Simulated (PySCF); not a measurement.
PySCF 2.14.0, unrestricted PBE/def2-svp, df: Sr(Cl)2 cation ([Cl][Sr][Cl]), charge +1, multiplicity 2, 3 atoms. The geometry is a generated start, not checked to be a minimum at this level.

```yaml
task: energy
method: pbe
basis: def2-svp
two_electron_scheme: density fitting
mol.max_memory: 3000 MB
mf.max_cycle: 100
mf.init_guess: minao (default)
mf.DIIS: CDIIS (default)
mf.diis_space: 8 (default)
mf.conv_tol: 1e-09 (default)
mf.grids.level: 3 (default)
effective_core_potentials: those of the basis set, past Kr
basis_functions: 59
grid_points: 59672
```

```xyz
3

Sr     0.0295    -0.0228     0.0258
Cl     1.7763     0.4491    -1.7060
Cl    -1.8059    -0.4263     1.6802
```

Charge 1 and multiplicity 2 are set for this test and not shown to be the ground state.

One run each on 2 threads, 1 BLAS thread. Values of level_shift (Hartree) tried: 0 (default), 0.1, 0.3, 1.

Problem. Which value of level_shift (Hartree) needs the fewest Fock builds, and what happens away from it?

Solution. Fewest Fock builds: 0 (default) with 17. The count rises to 80 at 0.3. The run ends without SCF convergence in 100 cycles at 1.

```json
[
 {"level_shift (Hartree)": "0 (default)", "Fock builds": "17", "end": "same solution"},
 {"level_shift (Hartree)": "0.1", "Fock builds": "31", "end": "same solution"},
 {"level_shift (Hartree)": "0.3", "Fock builds": "80", "end": "same solution"},
 {"level_shift (Hartree)": "1", "Fock builds": "101", "end": "no convergence"}
]
```
